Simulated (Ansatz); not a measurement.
The reference is LaH3 (space group Fm-3m, No. 225; a = 5.501 Å; a cell from a computed database, its experimental status unchecked). Axes: x, y, z lie along the cube axes.

Method: Ansatz (a program for electronic structure) PBEsol, without spin-orbit coupling.

For the base:

Pressure: 0.0 GPa
Shortest interatomic distance: 2.382 Å

The change: strain tensor (xx, yy, zz, yz, xz, xy) = (−2.50, −1.54, +0.36, +0.12, +1.33, −1.21) %, atoms relaxed at fixed cell.

### Question
What happens to the pressure?

### Answer
The pressure (mean of the normal stresses, compression positive) goes from zero to 3.4 GPa.

### Question
What does the calculation give for the shortest interatomic distance after the change?

### Answer
The shortest interatomic distance shrinks by 0.095 Å (2.382 Å → 2.287 Å).

A case with no gap was solved on a k-mesh chosen for an insulator, which is coarse for it. No phonon test of stability was made. The final runs are not spin-polarised.
